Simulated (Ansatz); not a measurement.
Base system: Ga₂O₃ in the corundum structure (space group R-3c, No. 167; a = 5.058 Å, c = 13.623 Å (hexagonal axes)).

Computed with PBE/PAW in Ansatz (a program for electronic structure), spin-orbit coupling left out.

Base values:

The band gap is 2.40 eV. The shortest interatomic distance comes out as 1.952 Å and the electron mass is 0.21 mₑ (at Γ).

One thing is altered: cell and atoms relaxed at a pressure of 0.9 GPa.

Q: Predict the new band gap.

A: The band gap increases by 0.05 eV to 2.45 eV.

Q: Estimate the effect on the shortest interatomic distance.

A: The shortest interatomic distance falls by 0.003 Å to 1.949 Å.

Q: What happens to the electron mass?

A: The electron mass remains 0.21 mₑ (at Γ).

Load acts through the strain it causes; cell and atoms are relaxed under it. Masses are band curvatures over ±0.01 Å⁻¹ around the edge. Whether these cells are dynamically stable was not tested.
